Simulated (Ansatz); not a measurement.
## N on the 1x1 (0001) surface of corundum (cut with top plane Al), one in a 1x1 cell, started at the site 'bridge O-O (span 2.6 Å)'

Host crystal: corundum, with a band gap (PBE, scalar-relativistic without spin-orbit coupling).

Calculation: PBE (plane waves to 420 eV, PAW; Ansatz, a program for electronic structure).

Set-up: 21 atoms, 6.7 Å thick at the start under the adsorbate (thin: gaps and levels are the slab's own); mesh 6x6x1; 0.01 eV smearing; dipole correction on; 9 atoms held, the rest relaxed; no symmetry held; spin-polarised, ending with about 1.0 μB a cell; orders that need a larger cell were not tried, no spin-orbit, no U, no dispersion correction. At the end it is bonded to Al + O. In PBE it is, or lies within 0.03 eV of, the lowest of the starts that converged.

The energy of the end state, in which the adsorbate paired with a surface O atom, against ½ N2(g) comes out as 4.01 eV, the gap of the slab on its k-mesh is 1.69 eV and the highest filled level below the top vacuum level comes out as 6.23 eV. The change of the step from the bottom to the top vacuum level, against the clean slab is 0.83 eV, the energy released by relaxation comes out as 5.29 eV and the height of the binding atom over the mean of the host atoms within 0.3 Å of the top one is 86.6 pm. The magnetic moment of the cell comes out as 1.00 μB and the largest move of a host atom is 0.53 Å. The caution is the clean host was not checked against rearrangement in a larger or rattled cell. The note is in the relaxation the adsorbate left its starting site by 1.3 Å and the cost is roughly 30 core-minutes.

A negative adsorption energy means that the adsorbate is more stable on the surface than in its reference.
